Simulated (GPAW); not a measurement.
Worked example: self-consistent single point of Se (P3_121, 3 atoms in the cell) in GPAW

Level of theory: PBE, GPAW PAW datasets PBE (gpaw-data 1.0.1) (plane waves; GPAW 25.7.0).

Input as run:

```python
from ase import Atoms
from ase.units import GPa
from gpaw import GPAW, PW, FermiDirac

atoms = Atoms(['Se', 'Se', 'Se'],
              cell=[[4.488152, 0.000000, 0.000000],
                    [-2.244076, 3.886854, 0.000000],
                    [0.000000, 0.000000, 4.960378]],
              positions=[[0.977923, 0.000000, 1.653458],
                         [-0.488962, 0.846907, 3.306920],
                         [1.755114, 3.039947, 0.000000]],
              pbc=True)

calc = GPAW(mode=PW(600),
            xc='PBE',
            kpts={'size': (5, 5, 4), 'gamma': True},
            occupations=FermiDirac(0.02),
            nbands=-4,
            convergence={'density': 1e-05, 'energy': 1e-05, 'bands': -2},
            symmetry={'symmorphic': False, 'tolerance': 0.0005},
            maxiter=120)

atoms.calc = calc

energy = atoms.get_potential_energy()
print('Energy (eV):', round(energy, 6))
forces = atoms.get_forces()
print('Forces (eV/Ang):')
print(forces.round(5))
stress = atoms.get_stress()
print('Stress (GPa, Voigt):', (stress / GPa).round(4))
```

The program printed (abridged):

```
Input parameters:
  convergence: {bands: -2,
                density: 1e-05,
                energy: 1e-05}
  kpts: {gamma: True,
         size: (5, 5, 4)}
  maxiter: 120
  mode: {ecut: 600.0,
         name: pw}
  nbands: -4
  occupations: {fixmagmom: False,
                name: fermi-dirac,
                width: 0.02}
  symmetry: {symmorphic: False,
             tolerance: 0.0005}
  xc: PBE

species:
  Se:
    name: Selenium
    Z: 34.0
    valence: 6
    core: 28
    charge: 0.0
    file: Se.PBE.gz

    # Using partial waves for Se as LCAO basis

Reference energy: -198310.596392  # eV

Spin-paired calculation

Convergence criteria:
 Maximum [total energy] change in last 3 cyles: 1e-05 eV / valence electron
 Maximum integral of absolute [dens]ity change: 1e-05 electrons / valence electron
 Maximum integral of absolute [eigenst]ate change: 4e-08 eV^2 / valence electron
 Maximum number of scf [iter]ations: 120

Symmetries present (total): 6
Symmetries with fractional translations: 4
100 k-points: 5 x 5 x 4 Monkhorst-Pack grid + [0.000000,0.000000,1/8]
17 k-points in the irreducible part of the Brillouin zone
       k-points in crystal coordinates                weights
   0:     0.00000000    0.00000000    0.00000000          1/100
   1:     0.00000000    0.00000000    0.25000000          2/100
   2:     0.00000000    0.00000000    0.50000000          1/100
   [... 7 lines left out ...]
          ...
  16:     0.40000000    0.40000000    0.50000000          6/100

Wave functions: Plane wave expansion
  Cutoff energy: 600.000 eV
  Number of coefficients (min, max): 2840, 2906
  Pulay-stress correction: 0.000000 eV/Ang^3 (de/decut=0.000000)

Occupation numbers: Fermi-Dirac:
  width: 0.0200  # eV

Eigensolver

Densities:
  Coarse grid: 27*27*30 grid
  Fine grid: 54*54*60 grid
  Total Charge: 0.000000

Density mixing:
  Method: separate
  Backend: pulay
  Linear mixing parameter: 0.05
  old densities: 5
  Damping of long wavelength oscillations: 50

Hamiltonian:
  XC and Coulomb potentials evaluated on a 54*54*60 grid
  External potential:
    NoExternalPotential

XC parameters: PBE with 2 nearest neighbor stencil

Number of atoms: 3
Number of atomic orbitals: 12
Number of bands in calculation: 13
Number of valence electrons: 18
Bands to converge: 11

Density initialized from atomic densities
  12 bands from LCAO basis set
  1 band from random numbers

Atomic positions and initial magnetic moments

Positions:
   0 Se     0.977923    0.000000    1.653458    ( 0.0000,  0.0000,  0.0000)
   1 Se    -0.488962    0.846907    3.306920    ( 0.0000,  0.0000,  0.0000)
   2 Se     1.755114    3.039947    0.000000    ( 0.0000,  0.0000,  0.0000)

Unit cell:
           periodic     x           y           z      points  spacing
  1. axis:    yes    4.488152    0.000000    0.000000    27     0.1440
  2. axis:    yes   -2.244076    3.886854    0.000000    27     0.1440
  3. axis:    yes    0.000000    0.000000    4.960378    30     0.1653

  Lengths:   4.488152   4.488152   4.960378
  Angles:   90.000000  90.000000 119.999998

Effective grid spacing dv^(1/3) = 0.1582

     iter     time        total  log10-change:
                         energy   eigst   dens
iter:   1 --:--:--   -10.507028   +0.00
iter:   2 --:--:--   -10.514320   -1.32  -1.09
iter:   3 --:--:--   -10.450818   -2.07  -1.11
iter:   4 --:--:--   -10.449002   -2.51  -1.44
iter:   5 --:--:--   -10.441977   -3.26  -2.00
iter:   6 --:--:--   -10.442550   -4.29  -2.43
iter:   7 --:--:--   -10.441820   -4.38  -2.38
iter:   8 --:--:--   -10.441743   -4.68  -2.83
iter:   9 --:--:--   -10.441742c  -5.90  -3.47
iter:  10 --:--:--   -10.441748c  -5.99  -3.51
iter:  11 --:--:--   -10.441745c  -6.24  -3.65
iter:  12 --:--:--   -10.441744c  -7.30  -4.05
iter:  13 --:--:--   -10.441745c  -7.66c -4.02
iter:  14 --:--:--   -10.441744c  -7.68c -3.98
iter:  15 --:--:--   -10.441745c  -8.16c -4.16
iter:  16 --:--:--   -10.441744c  -8.38c -4.06
iter:  17 --:--:--   -10.441744c  -7.81c -4.15
iter:  18 --:--:--   -10.441744c  -9.24c -4.24
iter:  19 --:--:--   -10.441744c  -8.03c -4.26
iter:  20 --:--:--   -10.441744c  -8.85c -4.87
iter:  21 --:--:--   -10.441744c  -9.58c -5.48c

Converged after 21 iterations.

Dipole moment: (-0.000003, 0.000000, 0.000000) |e|*Ang

Energy contributions relative to reference atoms: (reference = -198310.596392)

Kinetic:        +18.732715
Potential:      -18.526554
External:        +0.000000
XC:             -10.627287
Entropy (-ST):   -0.000000
Local:           -0.020619
SIC:             +0.000000
--------------------------
Free energy:    -10.441744
Extrapolated:   -10.441744

Showing only first 2 kpts
 Kpt  Band  Eigenvalues  Occupancy
  0     7      1.84470    2.00000
  0     8      3.49817    2.00000
  0     9      5.87292    0.00000
  0    10      5.87292    0.00000

  1     7      2.34010    2.00000
  1     8      3.05897    2.00000
  1     9      5.47040    0.00000
  1    10      5.49577    0.00000

Fermi level: 4.42897

Gap: 1.400 eV
Transition (v -> c):
  (s=0, k=16, n=8, [0.40, 0.40, 0.50]) -> (s=0, k=16, n=9, [0.40, 0.40, 0.50])
No difference between direct/indirect transitions
Energy (eV): -10.441744

Forces in eV/Ang:
  0 Se    0.43233    0.00000    0.00000
  1 Se   -0.21616    0.37441   -0.00000
  2 Se   -0.21616   -0.37441    0.00000

Stress tensor:
    -0.010118     0.000000     0.000000
     0.000000    -0.010118     0.000000
     0.000000     0.000000    -0.018988
Stress (GPa, Voigt): [-1.6211 -1.6211 -3.0423  0.      0.      0.    ]
```

The run converged in 21 iterations. GPAW prints stress with tension positive.

The starting cell comes from a database of computed structures (which also holds hypothetical and non-ambient phases and stackings), without a prior relaxation at this level. Its lattice was rescaled by a random factor within 2.5 % of one. Another mesh or the band path of this cell gives a smaller gap, so this value is not converged in the mesh.
